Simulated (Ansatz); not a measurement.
```yaml
crystal:
  lattice:
    - [19.50000, 0.00000, 0.00000]
    - [0.00000, 19.50000, 0.00000]
    - [0.00000, 0.00000, 2.51325]
  atoms:
    - { symbol: B, position: [0.70953, 0.53691, 0.50000] }
    - { symbol: N, position: [0.70262, 0.57373, 0.00000] }
    - { symbol: B, position: [0.66300, 0.63673, 0.00000] }
    - { symbol: N, position: [0.63861, 0.66516, 0.50000] }
    - { symbol: B, position: [0.57280, 0.69991, 0.50000] }
    - { symbol: N, position: [0.53746, 0.71234, 0.00000] }
    - { symbol: B, position: [0.46309, 0.70953, 0.00000] }
    - { symbol: N, position: [0.42627, 0.70262, 0.50000] }
    - { symbol: B, position: [0.36327, 0.66300, 0.50000] }
    - { symbol: N, position: [0.33484, 0.63861, 0.00000] }
    - { symbol: B, position: [0.30009, 0.57280, 0.00000] }
    - { symbol: N, position: [0.28766, 0.53746, 0.50000] }
    - { symbol: B, position: [0.29047, 0.46309, 0.50000] }
    - { symbol: N, position: [0.29738, 0.42627, 0.00000] }
    - { symbol: B, position: [0.33700, 0.36327, 0.00000] }
    - { symbol: N, position: [0.36139, 0.33484, 0.50000] }
    - { symbol: B, position: [0.42720, 0.30009, 0.50000] }
    - { symbol: N, position: [0.46254, 0.28766, 0.00000] }
    - { symbol: B, position: [0.53691, 0.29047, 0.00000] }
    - { symbol: N, position: [0.57373, 0.29738, 0.50000] }
    - { symbol: B, position: [0.63673, 0.33700, 0.50000] }
    - { symbol: N, position: [0.66516, 0.36139, 0.00000] }
    - { symbol: B, position: [0.69991, 0.42720, 0.00000] }
    - { symbol: N, position: [0.71234, 0.46254, 0.50000] }
```

Levels: PBE (plane waves to 420 eV, PAW; Ansatz, an electronic-structure program); r2SCAN (plane waves to 500 eV, PAW; Ansatz); HSE06 in Ansatz. Unmarked values and the geometry are of the first. Mesh 1×1×12. No spin polarisation. One-dimensional cell, images about 11 Å apart. A model structure. Only distortions within the start's symmetry and period were free. HSE06 ran on a 1×1×7 mesh and at PBE's edge points.

Question: Say what this body is, and give its properties.

Answer: (6,6) BN nanotube. An idealised model, rolled from the flat sheet.
| Property | Result |
|---|---|
| mean diameter | 8.35 Å |
| radii of the innermost and outermost atoms | 4.15 and 4.20 Å |
| energy over the flat sheet | +76 meV/atom |
| PBE gap | 4.34 eV, indirect, from k = 0.312 × 2π/c to Γ |
| electron mass along the axis (PBE) | 0.95 mₑ |
| hole mass along the axis (PBE) | 0.75 mₑ |
| valence and conduction edges under the vacuum level (PBE) | 5.99 and 1.65 eV |
| r2SCAN gap at this geometry | 4.83 eV |
| HSE06 gap at this geometry | 5.36 eV |
